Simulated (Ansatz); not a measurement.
How a calculation on TiAl (P4/mmm, 2 atoms in the cell) responds to its settings

```yaml
crystal:
  lattice:
    - [2.74132, 0.00000, 0.00000]
    - [0.00000, 2.74132, 0.00000]
    - [0.00000, 0.00000, 3.96598]
  atoms:
    - { symbol: Ti, position: [0.50000, 0.50000, 0.50000] }
    - { symbol: Al, position: [0.00000, 0.00000, 0.00000] }
```

Base run A: PBEsol, default PAW files made with PBE run with Ansatz (an electronic-structure program), self-consistent single point.

Its settings: basis.ecutwfc = 30.9 Ry; kpoints.mp_grid.grid = 8 8 6; kpoints.mp_grid.shift = 0.5 0.5 0.5; hamiltonian.xc = pbesol; hamiltonian.pseudopotentials = {kind: paw} (the program's default PAW files); scf.occupations.method = fermi_dirac; scf.occupations.width = 0.01 Ry.

The starting cell comes from a database of computed structures (which also holds hypothetical and non-ambient phases and stackings), without a prior relaxation at this level. Its lattice was rescaled by a random factor within 2.5 % of one. Spin polarisation is off. In the base run, with a pressure of about 8 GPa the cell is away from its equilibrium volume at this level. Ansatz's pressure includes its estimate of the finite-basis (Pulay) stress.

Runs:
- B: hamiltonian.xc: pbesol → lda [LDA (PW92)]
- C: hamiltonian.xc: pbesol → pbe [PBE]
- D: hamiltonian.xc: pbesol → rpbe [RPBE]
- E: hamiltonian.xc: pbesol → revpbe [revPBE]
- F: hamiltonian.xc: pbesol → blyp [BLYP]
- G: basis.ecutwfc: 30.9 Ry → 36.7 Ry; hamiltonian.xc: pbesol → r2scan [r2SCAN]

```json
[
 {"run": "A", "pressure (GPa)": "7.87"},
 {"run": "B", "pressure (GPa)": "3.75"},
 {"run": "C", "pressure (GPa)": "11.70"},
 {"run": "D", "pressure (GPa)": "14.82"},
 {"run": "E", "pressure (GPa)": "14.02"},
 {"run": "F", "pressure (GPa)": "14.83"},
 {"run": "G", "pressure (GPa)": "10.60"}
]
```

Run C against A: The pressure goes from 7.87 to 11.70 GPa.

Run F against A: The pressure goes from 7.87 to 14.83 GPa.

Keys are those of Ansatz 0.2.
